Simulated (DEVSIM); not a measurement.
Device: illuminated GaAs p-on-n cell, one wavelength, at 250 K.

Layer 1 from the left is GaAs, thickness (μm) 0.490, Na (cm⁻³) 9.1e17, τn (s) 6.1e-10, τp (s) 7.8e-9, absorption coefficient (cm⁻¹) 7200. Layer 2 from the left is GaAs, thickness (μm) 0.700, Nd (cm⁻³) 6.3e16, τn (s) 1.6e-8, τp (s) 1.6e-8, absorption coefficient (cm⁻¹) 7200.

Left contact: ohmic, minority electron recombination velocity 4000 cm/s. Right contact: ohmic, minority hole recombination velocity 40000 cm/s. Voltage is applied to the left contact. Recombination: SRH at mid-gap, radiative, Auger. Light enters at the left, 8.4e16 photons cm⁻² s⁻¹, one pass, no reflection. Mobility is constant in doping.

Constants are typed, rounded textbook-type inputs, not results; the design itself was drawn at random and stands for no fabricated device. Values at 300 K; Nc and Nv go as T^1.5, mobilities as T to minus their exponent, the gap by Varshni's rule with the affinity fixed.

GaAs: gap (eV) 1.424, affinity (eV) 4.07, permittivity 12.9, Nc (cm⁻³) 4.7e17, Nv (cm⁻³) 9e18, μn (cm²/Vs) 8500, μp (cm²/Vs) 400, T exponent of μn 2.1, T exponent of μp 2.2, B (cm³/s) 2e-10, Cn (cm⁶/s) 1e-30, Cp (cm⁶/s) 1e-30, Varshni α (eV/K) 0.000541, Varshni β (K) 204.

DEVSIM, 1D drift-diffusion, Boltzmann statistics, complete ionisation; no tunnelling, impact ionisation, image-force lowering or self-heating.

Q: What does the simulation give for the potential step across the device at zero bias, the share of generated pairs collected at short circuit, the short-circuit current, the dark forward voltage at 1 A/cm²?

A: potential step across the device at zero bias 1.365 V; share of generated pairs collected at short circuit 0.972; short-circuit current 7.53 mA/cm²; dark forward voltage at 1 A/cm² 1.176 V.
